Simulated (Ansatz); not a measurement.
Start from CaO in the rock salt structure (space group Fm-3m, No. 225).

```
CaO
1.0
    0.00000     2.39740     2.39740
    2.39740     0.00000     2.39740
    2.39740     2.39740     0.00000
O Ca
1 1
Direct
  0.00000   0.00000   0.00000
  0.50000   0.50000   0.50000
```

The values are results of r2SCAN (Ansatz, a program for electronic structure, PAW, no spin-orbit coupling), not measurements.

For the base:

| Item | Result |
|---|---|
| Pressure | 0.00 GPa |
| Valley order | X along ⟨100⟩ 4.20 eV; Γ 5.50 eV |
| Width of the top valence band | 1.20 eV |

Perturbation: the cell is scaled by 1.0062 in all directions; the atoms relax in the strained cell.

Question: What happens to the energy relative to the base, mean gap deformation potential ΔEg/Δln V, pressure, valley order and width of the top valence band?

Answer: The energy grows by 1.7 meV/atom; the mean gap deformation potential ΔEg/Δln V comes out as +0.2 eV; the pressure goes from zero to -2.08 GPa; the valley order (the lowest conduction-band minima on the path, energy above the VBM, named in the base's zone) becomes X along ⟨100⟩ 4.20 eV; Γ 5.34 eV (base: X along ⟨100⟩ 4.20 eV; Γ 5.50 eV); the width of the top valence band drops by 0.04 eV, from 1.20 eV to 1.16 eV.

No phonon test of stability was made.
